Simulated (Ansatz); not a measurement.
## Pyrite PtAs2

Computed with PBE-D4 in Ansatz (plane waves, PAW).

Numerical settings: plane-wave cutoff 500 eV, 6×6×6 k mesh, gaussian smearing 0.02 eV, scalar-relativistic PAW data made under PBE.

Cell (relaxed at this level):

```
CELL_PARAMETERS angstrom
      5.99467     0.00000     0.00000
      0.00000     5.99467     0.00000
      0.00000     0.00000     5.99467
ATOMIC_POSITIONS crystal
  As 0.61675 0.88325 0.11675
  As 0.11675 0.61675 0.88325
  As 0.61675 0.61675 0.61675
  As 0.38325 0.38325 0.38325
  As 0.88325 0.11675 0.61675
  As 0.88325 0.38325 0.11675
  As 0.11675 0.88325 0.38325
  As 0.38325 0.11675 0.88325
  Pt 0.00000 0.50000 0.50000
  Pt 0.50000 0.00000 0.50000
  Pt 0.00000 0.00000 0.00000
  Pt 0.50000 0.50000 0.00000
```

```json
{
  "band_gap": "0.25 eV (on the SCF k mesh)"
}
```

Spin–orbit coupling is not included; with these elements it can move the gap by several tenths of an eV or more.

The computed numbers hold no vibrational or temperature effects.

It cost very roughly 3 core-minutes of CPU time.

Ansatz is a first-principles code.
